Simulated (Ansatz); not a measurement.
Base system: HgS (space group P3_221, No. 154; a = 4.139 Å, c = 9.408 Å; made of chains).

One thing is altered: every S is replaced by O; the structure is relaxed again.

Levels (all Ansatz, a quantum-chemistry and plane-wave program, PAW): PBEsol (420 eV, without spin-orbit coupling); HSE06 (420 eV, no spin-orbit coupling).

The geometry is relaxed with PBEsol.

PBEsol band gap: 1.44 eV

Problem. What does HSE06 give at this geometry for the band gap?

Solution. The band gap increases by 1.19 eV (1.44 eV → 2.63 eV).

Single points use the geometry relaxed with PBEsol. HSE06 gaps are upper bounds (no full band path). With Hg present, leaving out spin-orbit coupling can change the band edges. Stability against distortions was not tested. For HgO in this form, whether it has been made was not checked. No dispersion term is included in the PBEsol runs.
